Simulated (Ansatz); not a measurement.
**A computed series for hypothetical fluorite ZrSe2: response to strain**

Start from ZrSe2 in the fluorite structure (space group Fm-3m, No. 225; a = 6.596 Å; a hypothetical phase, not in the database extracts checked; relaxed with 0.1 eV smearing). Axes: x, y, z lie along the cube axes.

Strains are applied to the cell and any free atomic positions relax; under biaxial strain the out-of-plane vector relaxes too.

Method: PBE, PAW, 420 eV (Ansatz, a program for electronic structure; no SOC).

Notes on the quantities. pressure: mean of the normal stresses, compression positive; energy relative to the base: free energy F.

```csv
change,pressure,energy relative to the base,volume per atom
base,0.0 GPa,0 meV/atom,23.91 Å³
"biaxial strain −0.78 %, plane normal [001], relaxed out of plane",0.9 GPa,+1.6 meV/atom,23.66 Å³
"biaxial strain −0.55 %, plane normal [110], relaxed out of plane",0.2 GPa,+0.3 meV/atom,23.85 Å³
isotropic strain −1.75 %,5.0 GPa,+18 meV/atom,22.68 Å³
isotropic strain +1.14 %,-2.7 GPa,+7.1 meV/atom,24.74 Å³
uniaxial strain ε_yy = +1.51 %,-1.2 GPa,+2.6 meV/atom,24.27 Å³
uniaxial strain ε_yy = +4.71 %,-3.5 GPa,+24 meV/atom,25.04 Å³
uniaxial strain ε_zz = +2.63 %,-2.1 GPa,+7.8 meV/atom,24.54 Å³
tensor shear ε_yz = +0.88 %,0.0 GPa,-0.1 meV/atom,23.91 Å³
tensor shear ε_yz = −2.40 %,-0.1 GPa,-0.7 meV/atom,23.90 Å³
```

Stability against distortions was not tested. The final runs are not spin-polarised. Under tensor shear ε_yz = −2.40 % the cell ends below the base's energy or with stress of the wrong sign: the atoms slid into a distortion or the cell is elastically unstable, so the base is not a stable minimum at this level.
